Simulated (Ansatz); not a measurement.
We consider CaTiO3 (model structure, started from the cubic perovskite type, Pm-3m, No. 221, 5 atoms in the cell; like a known cubic high-temperature phase), described by PBEsol in Ansatz (plane waves, PAW).

Run with plane-wave cutoff 500 eV, 10×10×10 k mesh, Fermi–Dirac smearing 0.05 eV, no spin polarisation, scalar-relativistic PAW data made under PBE.

Cell (relaxed at this level):

CaTiO₃ has the cubic space group Pm-3m (No. 221), the cubic perovskite structure, Pearson symbol cP5. Cell: a = 3.8409 Å, b = 3.8409 Å, c = 3.8409 Å, α = 90.00°, β = 90.00°, γ = 90.00°. Ca on 1a is coordinated by 12 O at 2.716 Å (cuboctahedral). Ti on 1b has 6 O at 1.920 Å (octahedral). O on 3c is coordinated by 2 Ti at 1.920 Å and 4 Ca at 2.716 Å (octahedral). (Neighbours: up to the widest gap in distance over summed covalent radii, below 1.35, at either atom; cation-cation and far metal-metal contacts left out.)

**Question.** What does this level give for the band gap?

**Answer.** 
band gap: 1.89 eV (on the SCF k mesh)

Note: held by symmetry at 0 K, a high-temperature phase can be a saddle point.

The computed numbers hold no vibrational or temperature effects.

Computing time: very roughly 16 core-seconds.

A model structure was made by putting elements into a prototype or built by hand; here it ended with the formula and space group of a phase in our tables.

Ansatz is a program for electronic structure.
